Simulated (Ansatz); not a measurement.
free sheet of monolayer 1T ZrS2: Zr16S32, 3 atomic planes, area 188 Å², cell height 15.9 Å with vacuum; both faces free, started from the relaxed sheet, in-plane cell fixed at 1.000 times the relaxed lattice. All values below come from PBE (plane waves, PAW; Ansatz, an electronic-structure program). Mean temperature 309 K, 10.0 ps sampled after 4.3 ps of Langevin dynamics; k-points: Γ only; no spin polarisation or spin-orbit coupling.

A denser in-plane k-mesh moves the forces of one frame by 0.05 eV/Å rms. Bonds are counted up to S-Zr 3.08 Å; heights count from the centre of mass.

What happens at the sheet: give the outer plane spacing; normal motion of the outer planes over that of the middle; in-plane diffusion; coordination in the top plane; mean vibrational (phonon) frequency.


- outer plane spacing: 1.45 Å against 1.45 Å at the start (+0 %)
- normal motion of the outer planes over that of the middle: 0.7
- in-plane diffusion: none seen within 10.0 ps
- coordination in the top plane: 3-fold 100 %
- mean vibrational (phonon) frequency: 6.2 THz
